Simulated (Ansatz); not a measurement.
Consider W in the diamond structure (space group Fd-3m, No. 227; a = 5.755 Å; a hypothetical phase, not in the database extracts checked).

One thing is altered: a hydrostatic pressure of 3 GPa.

Levels (all Ansatz, a first-principles code, PAW): PBEsol (420 eV, without spin-orbit coupling); PBEsol+SOC (420 eV, noncollinear with spin-orbit coupling).

The geometry is relaxed with PBEsol.

| Item | Value |
|---|---|
| PBEsol pressure | 3.0 GPa |

Question: Predict the pressure from PBEsol+SOC.

Answer: The pressure goes up by 0.4 GPa to 3.4 GPa.

Single points use the geometry relaxed with PBEsol. Differences between runs with and without spin-orbit coupling are approximate. Load acts through the strain it causes; cell and atoms are relaxed under it. No phonon test of stability was made. The runs without spin-orbit coupling are not spin-polarised.
